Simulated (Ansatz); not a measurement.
Migration of N vacancy in zinc-blende BN in several charge states. Method: PBE, PAW (plane waves to 420 eV; Ansatz, an electronic-structure program).

Each figure is the lowest single hop between equivalent sites among the routes that converged and passed our checks, counted from the lowest site run. It need not be the barrier to long-range diffusion, and untried routes may lie lower. Climbing-image NEB, static nuclei, fixed cells, no finite-size correction; on the finer meshes named, energies are single points at the band's geometries. Saddle orders were checked for a part of the study's bands only and are not shown. Vacancies start on their lattice site; split forms were not set up. Charge states are imposed.

```csv
State,Route,Hop (Å),Barrier (eV),Cell
charge -1,a nearby N jumps into the vacancy,2.52,…,"64 sites, 3×3×3 shifted"
charge +1,a nearby N jumps into the vacancy,2.53,7.35,"64 sites, 3×3×3 shifted"
charge +3,a nearby N jumps into the vacancy,2.52,4.98,"64 sites, 3×3×3 shifted"
```

Question: Fill in the missing entries.

Answer: 
- charge -1, Barrier (eV): 5.12
